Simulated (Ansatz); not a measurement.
# Element substitutions in hypothetical zinc blende NaI

Start from NaI in the zinc blende structure (space group F-43m, No. 216; a hypothetical phase, not in the database extracts checked).

NaI is taken in the cubic space group F-43m (No. 216), the zinc blende structure, Pearson symbol cF8. Conventional cell: a = b = c = 7.163 Å, α = β = γ = 90.00°. I on 4c is coordinated by 4 Na at 3.102 Å (tetrahedral). Na on 4a is coordinated by 4 I at 3.102 Å (tetrahedral). (Neighbours: up to the widest gap in distance over summed covalent radii, below 1.35, at either atom; cation-cation and far metal-metal contacts left out.)
(The calculation used a cell of 2 atoms; values per cell refer to that cell.)

Each row replaces one element on all its sites; cell and atoms are relaxed.

Levels (all Ansatz, a program for electronic structure, PAW): PBE (420 eV, spin-orbit coupling left out); r2SCAN (500 eV, no SOC).

The base cell above is that of PBE; each level relaxes its own structures.

```tsv
case	band gap, PBE	band gap, r2SCAN
Na → K	3.90 eV	4.47 eV
Na → Cs	3.72 eV	4.29 eV
I → Cl	4.85 eV	(withheld)
I → Sb	zero	(withheld)
```

Problem. Complete the table.

Solution. 
- I → Cl, band gap, r2SCAN: 5.55 eV
- I → Sb, band gap, r2SCAN: zero

The two levels differ by at most about 0.70 eV. They put the cases in the same order.

With I present, leaving out spin-orbit coupling can change the band edges. Whether these cells are dynamically stable was not tested. As relaxed here, KI, CsI, NaCl and NaSb are hypothetical phases, not in the database extracts checked. All final runs are without spin polarisation.
